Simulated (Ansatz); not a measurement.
**A computed series for AlRu: response to strain**

Base system: AlRu in the CsCl type structure (space group Pm-3m, No. 221; relaxed with 0.1 eV smearing).

```
CELL_PARAMETERS angstrom
      2.95452     0.00000     0.00000
      0.00000     2.95452     0.00000
      0.00000     0.00000     2.95452
ATOMIC_POSITIONS crystal
  Al 0.50000 0.50000 0.50000
  Ru 0.00000 0.00000 0.00000
```

Cartesian axes are those of the cell as printed.

Strains are applied to the cell and any free atomic positions relax.

Computed with LDA (Ansatz, an electronic-structure program; PAW; 420 eV plane waves; no spin-orbit coupling).

Notes on the quantities. pressure: mean of the normal stresses, compression positive; energy relative to the base: free energy F.

```
variant                         pressure  volume per atom  energy relative to the base
------------------------------  --------  ---------------  ---------------------------
base                             0.0 GPa         12.90 Å³                   0 meV/atom
uniaxial strain ε_zz = −2.50 %   6.3 GPa         12.57 Å³                +9.5 meV/atom
uniaxial strain ε_zz = −1.50 %   3.6 GPa         12.70 Å³                +3.3 meV/atom
uniaxial strain ε_zz = −1.00 %   2.4 GPa         12.77 Å³                          ___
uniaxial strain ε_zz = −0.50 %   1.2 GPa         12.83 Å³                +0.4 meV/atom
uniaxial strain ε_zz = +0.50 %  -1.1 GPa         12.96 Å³                +0.4 meV/atom
uniaxial strain ε_zz = +1.00 %  -2.2 GPa         13.02 Å³                          ___
uniaxial strain ε_zz = +1.50 %  -3.3 GPa         13.09 Å³                +3.1 meV/atom
uniaxial strain ε_zz = +2.00 %  -4.3 GPa         13.15 Å³                          ___
uniaxial strain ε_zz = +3.00 %  -6.3 GPa         13.28 Å³                          ___
```

Question: Fill in the withheld entries from the trend.

Answer: 
- uniaxial strain ε_zz = −1.00 %, energy relative to the base: +1.5 meV/atom
- uniaxial strain ε_zz = +1.00 %, energy relative to the base: +1.4 meV/atom
- uniaxial strain ε_zz = +2.00 %, energy relative to the base: +5.5 meV/atom
- uniaxial strain ε_zz = +3.00 %, energy relative to the base: +12 meV/atom

Stability against distortions was not tested. The final runs are not spin-polarised.
